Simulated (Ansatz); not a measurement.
Start from Mg2Sn (space group Fm-3m, No. 225; relaxed with 0.1 eV smearing).

Mg2Sn is taken in the cubic space group Fm-3m (No. 225), Pearson symbol cF12. Lattice parameters: a = 6.8176 Å, b = 6.8176 Å, c = 6.8176 Å, α = 90.00°, β = 90.00°, γ = 90.00°. Mg on 8c is surrounded by 4 Sn at 2.952 Å and 6 Mg at 3.409 Å. Sn on 4a has 8 Mg at 2.952 Å (cubic). (Neighbours: up to the widest gap in distance over summed covalent radii, below 1.35, at either atom.)
(The calculation used a cell of 3 atoms; values per cell refer to that cell.)

The values are results of Ansatz (an electronic-structure program) PBE, spin-orbit coupling left out, not measurements.

Strains are applied to the cell and any free atomic positions relax.

One change was made to it. Results:

| quantity | base | after |
|---|---|---|
| energy relative to the base (free energy F) | 0 meV/atom | +17 meV/atom |
| pressure | 0.0 GPa | -2.5 GPa |

Which change produced these results?
A) isotropic strain −2.00 %
B) isotropic strain +1.50 %
C) isotropic strain +2.50 %
D) isotropic strain −2.50 %
E) isotropic strain −0.50 %

C, isotropic strain +2.50 %. For comparison, the energy relative to the base in the other runs: isotropic strain −2.00 % gives +13 meV/atom; isotropic strain +1.50 % gives +6.4 meV/atom; isotropic strain −2.50 % gives +20 meV/atom; isotropic strain −0.50 % gives +0.8 meV/atom.

Whether these cells are dynamically stable was not tested.
